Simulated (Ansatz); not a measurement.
# Amorphous Si24O48H2

It comes from a melt-quench run on a machine-learned potential (CHGNet), relaxed afterwards by DFT. O atoms were pushed apart under 1.9 Å during the dynamics, to hinder bonds among them. The hot cell started wider than the set density and was brought back towards it in steps. It is the lowest in DFT energy of 2 quenches. It is a model cell: composition and starting density were chosen by hand, and all elements were melted together. No dispersion term was used.

Methods: PBE, scalar-relativistic without spin-orbit coupling (Ansatz, an electronic-structure program); r2SCAN, scalar-relativistic without spin-orbit coupling (Ansatz). Geometry, pressure, stress and energy are those of the PBE run. Its sampling: a 2×2×2 Γ-centred mesh; Fermi-Dirac width 0.02 eV; no spin polarisation. Other functionals are single points at the zone centre (r2SCAN at 500 eV), free to take moments where seeds were set. The usual formal charges leave 2 electrons over, so the level spacing at the Fermi energy parts defect or band states and needn't be the band gap. At PBE the levels at the filled edge of the gap are localised (band-tail or defect states), and the nearest spread-out levels lie 5.4 eV apart at the zone centre.

The number of atoms in the cell is 74 and the density (volume relaxed, without dispersion) is 2.06 g/cm³. The volume per atom is 15.72 Å^3 and the pressure on a 2×2×2 Γ-centred mesh is -0.02 GPa. The largest force and stress component on that mesh (the relaxation ran on the zone centre alone) is 0.02 eV/Å and 1.1 GPa and the energy relative to alpha cristobalite + H2 gas (lowest mix at this level among the phases computed, not always the ambient ones) comes out as 0.155 eV/atom. The level spacing at the Fermi energy on a 2×2×2 Γ-centred mesh (PBE) is 3.72 eV and the level spacing at the Fermi energy at the zone centre (PBE) comes out as 3.77 eV. The level spacing at the Fermi energy at the zone centre (r2SCAN) is 4.05 eV.

Bonds are counted up to Si-Si 2.60 Å, Si-O 1.90 Å, Si-H 1.70 Å, O-O 1.58 Å, O-H 1.16 Å, H-H 0.90 Å. Two cations that share two anions don't count as bonded, nor two that share one unless they lie closer than Si-Si 2.38 Å.

```yaml
Mean coordination of Si by anions: 3.92 (1 with 2, 23 with 4)
Mean coordination of O: 2.00 (48 with 2)
Mean coordination of H: 1.00 (2 with 1)
Mean Si-O bond: 1.640 Å (spread 0.023 Å, 94 counted)
Mean O-H bond: 0.976 Å (spread 0.003 Å, 2 counted)
```

Its density started from a set value of 2.01 g/cm³. The simulated quench (nominally 780 K/ps over its main leg) is rapid and tends to freeze in more defects than a deposited or slowly cooled glass has. Values belong to this one cell and scatter from quench to quench. The volume was free in the relaxation, at fixed shape. Stress components on the final sampling reach 1.1 GPa.
